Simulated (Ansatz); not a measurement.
**BaTiO3: isotropic strain +0.60 %**

The reference is BaTiO3 in the cubic perovskite structure (space group Pm-3m, No. 221; a = 3.935 Å).

Perturbation: an isotropic linear strain of +0.60 %; the atoms relax in the strained cell.

Level of theory: LDA (Ansatz, an electronic-structure program, PAW, without spin-orbit coupling). Settings: 8×8×8 k-points, 0.05 eV Fermi–Dirac smearing.

The volume per atom grows by 0.22 Å³, from 12.18 Å³ to 12.40 Å³ and the space group remains Pm-3m (No. 221). The shortest interatomic distance grows by 0.012 Å (1.967 Å → 1.979 Å) and the energy grows by 2.4 meV/atom. The pressure decreases by 3.37 GPa (-0.01 GPa → -3.38 GPa) and the band gap shrinks by 0.04 eV to 1.79 eV. The gap character remains indirect, R → Γ and the smallest direct gap shrinks by 0.01 eV, from 1.87 eV to 1.86 eV. The mean gap deformation potential ΔEg/Δln V comes out as -2.0 eV and the width of the top valence band hardly moves (0.99 eV against 0.98 eV).

Cost of the whole job for the changed cell (relaxation, final SCF and bands): roughly 18 core-seconds.

No phonon test of stability was made. The final runs are not spin-polarised. Many cubic perovskites are stable only at high temperature; tilts and polar distortions were not tested. This is not the structure that BaTiO3 has at room temperature and ambient pressure.
